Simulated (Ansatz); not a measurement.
Base system: a 9-atom supercell of HfO2 in the fluorite structure (space group Fm-3m, No. 225; a = 5.044 Å) at its relaxed geometry.

Level of theory: Ansatz (a quantum-chemistry and plane-wave program) PBEsol, no spin-orbit coupling.

Before the change:

- Pressure: 0.0 GPa

The change: one Hf atom is replaced by O, atoms relaxed at fixed cell, starting from a slightly rattled geometry.

What happens to the largest displacement of a host atom from its site in the perfect cell?

The largest displacement of a host atom from its site in the perfect cell amounts to 0.11 Å.

Estimate the effect on the pressure.

The pressure goes from zero to 4.5 GPa.

The magnetic state is the one reached from the starting moments; the real material's order can differ, and small cells can't hold many antiferromagnetic ones. The cell is small, so the values are those of an ordered compound at a high defect concentration; dilute-limit values will differ. A case with no gap was solved on a k-mesh chosen for an insulator, which is coarse for it. The defect cell is spin-polarised and ends with 6.0 μB. This is not the structure that HfO2 has at room temperature and ambient pressure.
